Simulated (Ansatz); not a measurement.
## Ansatz run on Ca2AgPd2 (Immm, 5 atoms in the cell): self-consistent single point

Computed with LDA (PW92), default PAW files made with PBE (plane waves; Ansatz, a first-principles code).

Input as run:

Ansatz 0.2 input:
```yaml
# Ca2AgPd2
crystal:
  lattice:
    - [-2.250612, 2.901950, 4.229355]
    - [2.250612, -2.901950, 4.229355]
    - [2.250612, 2.901950, -4.229355]
  atoms:
    - { symbol: Ca, position: [0.702210, 0.202210, 0.500000] }
    - { symbol: Ca, position: [0.297790, 0.797790, 0.500000] }
    - { symbol: Ag, position: [0.000000, 0.000000, 0.000000] }
    - { symbol: Pd, position: [0.731190, 0.500000, 0.231190] }
    - { symbol: Pd, position: [0.268810, 0.500000, 0.768810] }
basis:
  ecutwfc: 420.0
kpoints:
  mp_grid: { grid: [7, 7, 7] }
hamiltonian:
  xc: lda
  pseudopotentials: { kind: paw }
scf:
  occupations: { method: fermi_dirac, width: 0.1 }
output:
  forces: true
  eigenvalues: true
  stress: true
```

Output, abridged:

```
WARN ansatz: RAYON_NUM_THREADS=1 ignored (pool sized by the plan → 1); use --threads N
Pseudopotentials: kind: paw
Pseudopotential: Ca, paw, valence charge 10
Pseudopotential: Ag, paw, valence charge 19
Pseudopotential: Pd, paw, valence charge 18
Crystal: 5 atoms, lattice volume = 110.490 Å³
Basis set: ecut = 420 eV, 2169 PW (Γ)
Bands: 45, of which v1, the nominal top of the filled ones, is band 38 counted from 1 (37 counted from 0)
Symmetry: 8 space group operations
Space group: Immm (ITA 71), of the structure as read, at distance tolerance 4.8e-5 Å
k-points: 64 of 343
PAW frozen core: Ca, regenerated for the run's functional, and the local potential with it
PAW frozen core: Ag, regenerated for the run's functional, and the local potential with it
PAW frozen core: Pd, regenerated for the run's functional, and the local potential with it
Initial density: superposition of atomic densities (neutral atoms: chi_scale 0, normalization atom), corrected by the library's trained network
Initial wavefunctions: pseudopotential atomic-orbital guess
Eigensolver: davidson
Functional: x = slater, c = lda
SCF iter   1: F=—  HF=-24695.479659 eV  |F-HF|=—  |Δ(HF+E_count)|=         —  Δρ=1.02e-2  dr2=1.18e-1  ethr=1.77e-3  ⟨swp⟩=8.6  Hψ=12402  notcnv=0
all-band conjugate gradients solve this SCF's bands
preconditioner: auto → Kerker (q_TF=auto, 2.558 Å⁻¹)
SCF iter   2: F=—  HF=-24695.456954 eV  |F-HF|=—  |Δ(HF+E_count)|=   2.27e-2  Δρ=4.54e-3  dr2=2.71e-2  ethr=1.58e-4  ⟨swp⟩=2.3  Hψ=4294  notcnv=0
SCF iter   3: F=—  HF=-24695.451887 eV  |F-HF|=—  |Δ(HF+E_count)|=   5.07e-3  Δρ=9.77e-4  dr2=7.76e-4  ethr=3.61e-5  ⟨swp⟩=2.0  Hψ=3771  notcnv=0
SCF iter   4: F=—  HF=-24695.451727 eV  |F-HF|=—  |Δ(HF+E_count)|=   1.61e-4  Δρ=3.76e-4  dr2=3.26e-4  ethr=1.03e-6  ⟨swp⟩=2.0  Hψ=4893  notcnv=0
SCF iter   5: F=—  HF=-24695.451668 eV  |F-HF|=—  |Δ(HF+E_count)|=   5.82e-5  Δρ=1.13e-4  dr2=3.80e-5  ethr=4.35e-7  ⟨swp⟩=1.5  Hψ=2984  notcnv=0
SCF iter   6: F=—  HF=-24695.451661 eV  |F-HF|=—  |Δ(HF+E_count)|=   7.81e-6  Δρ=3.42e-5  dr2=1.74e-6  ethr=5.07e-8  ⟨swp⟩=2.0  Hψ=3712  notcnv=0
SCF iter   7: F=—  HF=-24695.451660 eV  |F-HF|=—  |Δ(HF+E_count)|=   3.17e-7  Δρ=9.75e-6  dr2=1.50e-7  ethr=2.32e-9  ⟨swp⟩=2.0  Hψ=4015  notcnv=0
SCF iter   8: F=-24695.451660 eV  HF=-24695.451660 eV  |F-HF|=7.79e-9  |Δ(HF+E_count)|=   1.58e-8  Δρ=3.04e-6  dr2=1.53e-8  ethr=1.33e-10  ⟨swp⟩=4.9  Hψ=10366  notcnv=0
SCF 1 converged in 8 iterations: F = -24695.451660 eV  dr2 = 1.53e-8
SCF converged after 8 iterations
Free energy (F): -24695.451660 eV
Harris-Foulkes:  -24695.451660 eV  (|F-HF|=7.79e-9)
Internal energy: -24695.391859 eV  (E = F + TS)
E sigma→0 (E₀):  -24695.421760 eV
Entropy (-TS):   -0.059801 eV (-11.960 meV/atom)
Fermi energy:    11.499431 eV
--- Per-component energies (eV) ---
  E_band       = -1115.576694
  E_kinetic    = 2113.621020
  E_local      = -9665.172638  (includes V_loc(G=0)·N_el)
  E_nonlocal   = 664.857813
  E_hartree    = 3990.176136
  E_xc         = -789.616559
  E_vxc        = -997.436167  (∫ρ·V_xc dr)
  E_paw        = -12649.357039  (= ΣΔE_a)
  E_vpaw       = -1211.793280  (= ΣTr[D̂ρ^β])
  E_aug_tail   = 0.000629  (compensation charges beyond the density's cutoff)
  E_ewald      = -8362.553829
  E_core_change = 2.652607  (= ΣΔE_core)
  E_smearing   = -0.059801  (= −TS)
  E_closure    = 0.000000  (closes the sum)
  Σ components = -24695.451660   (vs F -24695.451660, Δ=0.00e0)
--- Forces (eV/Å), atoms counted from 1 ---
  atom   1  Ca    -0.00000000     0.00000000     0.03097891
  atom   2  Ca     0.00000000     0.00000000    -0.03097891
  atom   3  Ag     0.00000000     0.00000000     0.00000000
  atom   4  Pd     0.00000000     0.04828821     0.00000000
  atom   5  Pd    -0.00000000    -0.04828821    -0.00000000
  max |Σ_I F_I| component: 6.94e-18 eV/Å
--- Stress (GPa, compression-positive) ---
       -6.063283      -0.000000      -0.000000
       -0.000000      -6.365042       0.000000
       -0.000000       0.000000      -4.831093
  P = ⅓ Tr σ = -5.7531 GPa (-57.531 kbar)
  The stress holds the Pulay correction. Without it, at fixed plane waves, as pw.x and ABINIT print it: P = -5.7651 GPa
--- Band table (eV; the first three rows and the last of 64) ---
  k-point 0: bands = ["-80.2350", "-72.4223", "-72.4079", "-43.7811", "-43.7686", "-43.7627", "-38.2932", "-38.2298", "-38.2138", "-38.2123", "-38.1979", "-38.1235", "-29.0186", "-28.9876", "-10.3714", "-10.3285", "-10.2896", "-10.2557", "-10.2337", [...]
  k-point 1: bands = ["-80.2350", "-72.4220", "-72.4081", "-43.7811", "-43.7687", "-43.7626", "-38.2886", "-38.2294", "-38.2142", "-38.2126", "-38.1979", "-38.1281", "-29.0167", "-28.9891", "-10.3611", "-10.3319", "-10.2847", "-10.2716", "-10.2392", [...]
  k-point 2: bands = ["-80.2350", "-72.4214", "-72.4088", "-43.7811", "-43.7690", "-43.7625", "-38.2775", "-38.2285", "-38.2151", "-38.2124", "-38.1986", "-38.1390", "-29.0125", "-28.9923", "-10.3503", "-10.3436", "-10.3139", "-10.2602", "-10.2408", [...]
  k-point 63: bands = ["-80.2350", "-72.4223", "-72.4079", "-43.7811", "-43.7687", "-43.7626", "-38.2931", "-38.2302", "-38.2136", "-38.2128", "-38.1976", "-38.1236", "-29.0027", "-29.0014", "-10.3870", "-10.3507", "-10.3020", "-10.2455", [...]
```

The run converged in 8 iterations.

The starting cell comes from a database of computed structures (which also holds hypothetical and non-ambient phases and stackings), without a prior relaxation at this level. Its lattice was rescaled by up to half a per cent. Spin polarisation is off. With a pressure of about -6 GPa the cell is away from its equilibrium volume at this level. Ansatz's pressure includes its estimate of the finite-basis (Pulay) stress.
